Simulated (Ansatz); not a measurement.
The reference is Zr in the hcp (Mg type) structure (space group P6_3/mmc, No. 194; relaxed with 0.1 eV smearing).

```
CELL_PARAMETERS angstrom
      3.24432     0.00000     0.00000
     -1.62216     2.80966     0.00000
      0.00000     0.00000     5.15800
ATOMIC_POSITIONS crystal
  Zr 0.66667 0.33333 0.75000
  Zr 0.33333 0.66667 0.25000
```

Cartesian axes are those of the cell as printed.

All numbers come from plane-wave PAW DFT at the r2SCAN level (Ansatz, a first-principles code, 500 eV), no spin-orbit coupling.

Strains are applied to the cell and any free atomic positions relax.

One change was made to it. Results:

```csv
quantity,base,after
energy relative to the base (free energy F),0 meV/atom,+0.3 meV/atom
shortest interatomic distance,3.187 Å,3.172 Å
band gap,zero,zero
```

Task: Which of these changes matches the shifts?
A. tensor shear ε_xz = +0.57 %
B. tensor shear ε_xz = +1.14 %
C. tensor shear ε_xz = +1.71 %

Result: A, tensor shear ε_xz = +0.57 %. For comparison, the shortest interatomic distance in the other runs: tensor shear ε_xz = +1.71 % gives 3.143 Å; tensor shear ε_xz = +1.14 % gives 3.158 Å.

No phonon test of stability was made. The final runs are not spin-polarised.
